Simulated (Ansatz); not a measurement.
Take GaCuSe₂ in the chalcopyrite structure (space group I-42d, No. 122; a = 5.570 Å, c = 11.075 Å) as the base. Axes: x, y, z lie along a, b, c of the conventional cell.

The values are results of Ansatz (a quantum-chemistry and plane-wave program), PBEsol, PAW, cutoff 420 eV, without spin-orbit coupling, not measurements.

Before the change:

The pressure is 0.0 GPa. The band gap comes out as 0.12 eV.

Perturbation: the cell is stretched by 3.00 % along x with no lateral relaxation, atoms relaxed at fixed cell.

Predict the new pressure, energy relative to the base, largest internal atomic displacement and band gap.

The pressure (mean of the normal stresses, compression positive) goes from zero to -2.0 GPa; the energy increases by 5.7 meV/atom; the largest internal atomic displacement amounts to 0.011 Å; the band gap goes from 0.12 eV to zero.

The cells carry an imposed strain or load. No phonon test of stability was made. The final runs are not spin-polarised. Gaps under 0.05 eV, about the width of the smearing, are given as zero. The zero or small gap of GaCuSe2 can change with the level of theory.
